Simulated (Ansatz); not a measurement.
The reference is ZrGe (space group Pnma, No. 62; a cell from a computed database, its experimental status unchecked).

```
ZrGe
1.0
    7.10244     0.00000     0.00000
    0.00000     3.91529     0.00000
    0.00000     0.00000     5.40939
Zr Ge
4 4
Direct
  0.17728   0.25000   0.63133
  0.82272   0.75000   0.36867
  0.32272   0.75000   0.13133
  0.67728   0.25000   0.86867
  0.04760   0.25000   0.15279
  0.95240   0.75000   0.84721
  0.45240   0.75000   0.65279
  0.54760   0.25000   0.34721
```

Cartesian axes are those of the cell as printed.

Calculations: plane-wave PAW DFT at the r2SCAN level (Ansatz, a quantum-chemistry and plane-wave program, 500 eV), no spin-orbit coupling, earlier PAW set.

For the base:

- Pressure: 0.0 GPa
- Volume per atom: 18.80 Å³
- Band gap: zero

The change: compressive biaxial strain of 0.76 % in the plane normal to [001], as in epitaxy on a mismatched substrate; the out-of-plane cell vector and the atoms relax.

Problem. What happens to the pressure, volume per atom and band gap?

Solution. The pressure (mean of the normal stresses, compression positive) goes from zero to 1.5 GPa; the volume per atom decreases by 0.21 Å³ (18.80 Å³ → 18.59 Å³); the band gap stays zero.

Without a gap, meshes like the base's 7×12×9 leave anisotropic stresses uncertain by several tenths of a GPa, and small strain energies with them. No phonon test of stability was made. The final runs are not spin-polarised.
